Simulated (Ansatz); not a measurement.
The reference is CdS in the wurtzite structure (space group P6_3mc, No. 186; a = 4.074 Å, c = 6.637 Å). Axes: x lies along a and z along c of the hexagonal cell.

Method: Kohn–Sham DFT with the LDA functional, run in Ansatz (a first-principles code) with PAW and 420 eV plane waves, spin-orbit coupling left out.

Base values:

- Valence-band top at Γ = 0.00, 0.00, -0.06 eV

Now apply this change: tensile biaxial strain of 3.00 % in the plane normal to [001], as in epitaxy on a mismatched substrate; the out-of-plane cell vector and the atoms relax.

Q: How does this affect the out-of-plane strain, valence-band top at Γ and hole mass?

A: The out-of-plane strain comes out as -2.95 %; the valence-band top at Γ (three highest levels, from the VBM) goes from 0.00, 0.00, -0.06 eV to 0.00, -0.09, -0.09 eV; the hole mass is 0.11 mₑ out of plane, 1.8 mₑ in plane (at Γ).

The levels and masses belong to the bands next to the band gap. Masses are band curvatures over ±0.01 Å⁻¹ around the edge. Stability against distortions was not tested.
